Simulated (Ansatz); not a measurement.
Base system: KZnF3 in the cubic perovskite structure (space group Pm-3m, No. 221; a = 4.052 Å). Axes: x, y, z lie along the cube axes.

All numbers come from PBEsol/PAW in Ansatz (an electronic-structure program), spin-orbit coupling left out.

Base values:

```
Item                  Result
-------------------  -------
Smallest direct gap  5.52 eV
Band gap             3.71 eV
```

It is then changed as follows: a pure shear with ε_xy = ε_yx = 0.0033; the atoms relax in the strained cell.

Q: Predict the new smallest direct gap, stress and band gap.

A: The smallest direct gap falls by 0.01 eV, from 5.52 eV to 5.51 eV; the stress (xx, yy, zz, yz, xz, xy; compression positive) is (0.01, 0.01, 0.01, 0.00, 0.00, -0.22) GPa; the band gap remains 3.71 eV.

Stability against distortions was not tested. Many cubic perovskites are stable only at high temperature; tilts and polar distortions were not tested.
